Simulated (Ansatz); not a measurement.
The reference is HfO2 in the fluorite structure (space group Fm-3m, No. 225).

```xyz
3
Lattice="0.0000 2.5491 2.5491 2.5491 0.0000 2.5491 2.5491 2.5491 0.0000" Properties=species:S:1:pos:R:3 pbc="T T T"
Hf     0.0000     0.0000     0.0000
O      1.2745     1.2745     1.2745
O      3.8236     3.8236     3.8236
```

Levels (all Ansatz, a program for electronic structure, PAW, earlier PAW set): PBE (420 eV, no spin-orbit coupling); r2SCAN (500 eV, scalar-relativistic without spin-orbit coupling); HSE06 (420 eV, no spin-orbit coupling); PBE+SOC (600 eV, with spin-orbit coupling); HSE06+SOC (600 eV, spin-orbit coupling included).

One geometry, relaxed with PBE, under each level:

```csv
level,band gap,lowest conduction level above the VBM at special points,electron mass,hole mass,pressure
PBE,3.75 eV,X 3.75 eV; Γ 3.85 eV; K 4.27 eV; U 4.27 eV,"1.2 mₑ along k, 0.74 mₑ across (at X)",–,0.00 GPa
r2SCAN,4.24 eV,X 4.24 eV; Γ 4.36 eV; K 4.73 eV; U 4.73 eV,"1.2 mₑ along k, 0.77 mₑ across (at X)","0.29 mₑ along k, 3.0 mₑ across (at X)",-5.98 GPa
HSE06,5.34 eV,X 5.34 eV; Γ 5.51 eV; K 5.89 eV,–,–,–
PBE+SOC,3.75 eV,X 3.75 eV; Γ 3.86 eV; K 4.26 eV; U 4.26 eV,"1.2 mₑ along k, 0.75 mₑ across (at X)",–,–
HSE06+SOC,5.35 eV,X 5.35 eV; Γ 5.53 eV; K 5.89 eV,–,–,–
```

Single points use the geometry relaxed with PBE. Their cutoffs differ, which shifts pressures a little. The hybrid gap comes from the SCF mesh plus the semilocal run's edge points and a few special points and is an upper bound. The spin-orbit shifts are approximate. Spin-orbit coupling, missing from the scalar runs, can matter with Hf. Effective masses come from finite differences of ±0.01 Å⁻¹. Along k means along the line from Γ to the band edge. Stability against distortions was not tested. This is not the structure that HfO2 has at room temperature and ambient pressure.
